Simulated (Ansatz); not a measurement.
## Habitual settings against a tight run: Te2Pd3 (Cmcm, 10 atoms in the cell)

Self-consistent single point.

```xyz
10
Lattice="1.9551 -6.4030 0.0000 1.9551 6.4030 0.0000 0.0000 0.0000 8.0112" Properties=species:S:1:pos:R:3 pbc="T T T"
Te     0.0000     0.0000     0.0000
Te     0.0000     0.0000     4.0056
Te     1.9551    -3.0869     6.0084
Te     1.9551     3.0869     2.0028
Pd     1.9551    -0.4267     6.0084
Pd     1.9551     0.4267     2.0028
Pd     1.9551    -2.0905     0.5476
Pd     1.9551     2.0905     7.4636
Pd     1.9551     2.0905     4.5531
Pd     1.9551    -2.0905     3.4580
```

Level of theory: PBEsol, PAW files made with PBE (plane waves; Ansatz, a first-principles code).

Base settings: basis.ecutwfc = 420 eV; kpoints.mp_grid.grid = 6 6 3; hamiltonian.xc = pbesol; hamiltonian.pseudopotentials = {kind: paw} (the program's default PAW files); scf.occupations.method = cold; scf.occupations.width = 0.272 eV.

Tight run (finer mesh or higher cutoff; not a proven limit): basis.ecutwfc: 420 eV → 590 eV; kpoints.mp_grid.grid: 6 6 3 → 9 9 5; scf.convergence.dr2_threshold: default (1e-07 eV) → 1e-09 eV. It gave Fermi level (on the code's own zero) 15.22 eV; pressure -5.12 GPa; largest force (vector length) 0.056 eV/Å.

Quick runs, as changes from the base:
- A: the base itself
- B: basis.ecutwfc: 420 eV → 295 eV; kpoints.mp_grid.grid: 6 6 3 → 4 4 4; scf.occupations.method: cold → fermi_dirac; scf.occupations.width: 0.272 eV → 0.136 eV; scf.convergence.dr2_threshold: default (1e-07 eV) → 0.001 eV
- C: basis.ecutwfc: 420 eV → 250 eV; kpoints.mp_grid.grid: 6 6 3 → 3 3 3; scf.occupations.method: cold → gaussian; scf.occupations.width: 0.272 eV → 0.136 eV
- D: basis.ecutwfc: 420 eV → 210 eV; kpoints.mp_grid.grid: 6 6 3 → 4 4 4
- E: basis.ecutwfc: 420 eV → 335 eV; kpoints.mp_grid.grid: 6 6 3 → 6 6 6; hamiltonian.xc: pbesol → lda; kpoints.mp_grid.shift: default → 0.5 0.5 0.5 [LDA (PW92)]

Energies are extrapolated to zero smearing width, which holds to low order in the width alone.

Dashes: energy of E, another energy zero.

† marks runs with another functional, U, potentials or spin treatment: their distance from the tight run is not a convergence error alone.

The count of work is k-points × plane waves × bands × iterations; it is no time. 

Pressures in the table are Ansatz's without its Pulay estimate, at a fixed set of plane waves; the tight run's value above holds the estimate.

The starting cell comes from a database of computed structures (which also holds hypothetical and non-ambient phases and stackings), without a prior relaxation at this level. Its lattice was rescaled by a random factor within 2.5 % of one. Spin polarisation is off. In the base run, with a pressure of about -5 GPa the cell is away from its equilibrium volume at this level.

| run | energy less tight (meV/atom) | pressure less tight (GPa) | largest miss in a force vector (eV/Å) | count of work / tight |
|---|---|---|---|---|
| A | 2.2 | -0.03 | 0.042 | 0.14 |
| B | 128.6 | -10.60 | 0.080 | 0.047 |
| C | 1097.3 | -63.55 | 0.164 | 0.023 |
| D | 5737.9 | -245.20 | 0.550 | 0.046 |
| E† | – | -4.62 | 0.049 | 0.14 |

Among the runs at the tight run's level, the energy misses run from 2.2 to 5737.9 meV/atom.

Left out of this page: 1 run of the series outside the window shown, repeating another row's setting, or not comparable.

Keys are those of Ansatz 0.2.
